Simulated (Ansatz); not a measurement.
Results of G0W0@PBEsol in Ansatz (plane waves, hard PAW, contour deformation) for SiC (model structure, P6₂22, No. 180, 6 atoms in the cell).

The cell is the one relaxed with PBEsol. Conventional cell: a = 3.0661 Å, b = 3.0661 Å, c = 7.0265 Å, α = 90.00°, β = 90.00°, γ = 120.00°.

One run with a 6×6×2 mesh, response cutoff 150 eV and 438 empty bands, not extrapolated in mesh or basis; no spin–orbit coupling.

Some levels at Γ in eV, each set counted from its highest filled level:

```
row  degeneracy  PBEsol  quasiparticle
---  ----------  ------  -------------
1             1  -16.94            [?]
2             2  -14.35         -14.52
3             2   -6.69          -6.81
4             1   -3.20          -3.31
5             2   -1.69          -1.71
6             2   -0.36          -0.34
7             1   -0.20          -0.19
8             1    0.00           0.00
9     2 or more    3.34            [?]
```

Task: Complete the blanks.

Result: 
- 1, quasiparticle: -17.15
- 9, quasiparticle: 4.15

Levels within 5 meV count as one row.

Note: the relaxation could raise the start's symmetry but not lower it, so the cell can be a saddle point.

A model structure was made by putting elements into a prototype or built by hand; it is no filed structure, need not be a known phase, and can be a saddle point held by its symmetry.

Ansatz is a first-principles code.
